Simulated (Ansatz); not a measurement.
Base system: ZnS in the zinc blende structure (space group F-43m, No. 216; a = 5.389 Å). Axes: x, y, z lie along the cube axes.

Computed with r2SCAN/PAW in Ansatz (a quantum-chemistry and plane-wave program), no spin-orbit coupling.

Before the change:

- Gap character = direct at Γ
- Valence-band top at Γ = 0.00, 0.00, 0.00 eV
- Pressure = 0.0 kbar
- Band gap = 2.70 eV

It is then changed as follows: tensor shear ε_xy = +0.86 % (engineering shear γ = 0.0172); the atoms relax in the strained cell.

### Question
Predict the new gap character, valence-band top at Γ, energy relative to the base, pressure and band gap.

### Answer
The gap character stays direct at Γ; the valence-band top at Γ (three highest levels, from the VBM) changes from 0.00, 0.00, 0.00 eV to 0.00, -0.05, -0.09 eV; the energy increases by 0.9 meV/atom; the pressure (mean of the normal stresses, compression positive) is still 0.0 kbar; the band gap shrinks by 0.05 eV to 2.65 eV.

Stability against distortions was not tested. k-point labels follow each cell's own Brillouin zone.
